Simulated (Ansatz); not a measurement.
(Ti,Zr)B2: TiZrB4

A 30-atom cell of (Ti,Zr)B2 started in the AlB2 type structure, site fractions Ti 0.500, Zr 0.500, short-range order 0.00 in the first shell of the mixed sites (0 is random, a negative value favours unlike neighbours), space group P-1 at the end.

The mixing enthalpy is taken against the end members in the AlB2 type type (which need not be the stable form of TiB2 and ZrB2), relaxed in the same cell and mesh.

Method: PBE (plane waves to 420 eV, PAW; Ansatz, a program for electronic structure). Scalar-relativistic, without spin–orbit coupling; the runs are not spin-polarised. Its k-point mesh 6×5×5, Fermi–Dirac width 0.05 eV.

```
Item                                                                                               Value
----------------------------------------------------------  --------------------------------------------
volume per atom                                                                                  9.48 Å³
B–Ti bonds                                                  2.455 Å on average, from 2.400 to 2.498 (60)
B–Zr bonds                                                  2.490 Å on average, from 2.459 to 2.539 (60)
mixing enthalpy per site of the mixed sublattice                                                 118 meV
departure of the mean lattice parameter from Vegard's line                                        +0.3 %
```

```
CELL_PARAMETERS angstrom
      0.00228    -5.38120     3.40676
      3.10906     5.37923     3.40574
     -6.20605    -0.00249     3.39865
ATOMIC_POSITIONS crystal
  Ti 0.79771 0.29869 0.90259
  Ti 0.60229 0.10131 0.29741
  Zr 0.20000 0.20000 0.60000
  Zr 0.59753 0.59882 0.80280
  Ti 0.99933 0.99987 0.00179
  Ti 0.40067 0.40013 0.19821
  Zr 0.80247 0.80118 0.39720
  Zr 0.00074 0.50013 0.49767
  Zr 0.39926 0.89987 0.70233
  Ti 0.20000 0.70000 0.10000
  B  0.80058 0.63161 0.06665
  B  0.59702 0.42757 0.46009
  B  0.19459 0.53131 0.77250
  B  0.60409 0.93987 0.97310
  B  0.99718 0.32980 0.16268
  B  0.40022 0.73308 0.36050
  B  0.79878 0.13423 0.56670
  B  0.00033 0.83531 0.67129
  B  0.39977 0.23380 0.87321
  B  0.20452 0.03528 0.26181
  B  0.99978 0.66692 0.83950
  B  0.79591 0.46013 0.22690
  B  0.39967 0.56469 0.52871
  B  0.80298 0.97243 0.73991
  B  0.19548 0.36472 0.93819
  B  0.59942 0.76839 0.13335
  B  0.00023 0.16620 0.32679
  B  0.20541 0.86869 0.42750
  B  0.60122 0.26577 0.63330
  B  0.40282 0.07020 0.03732
```
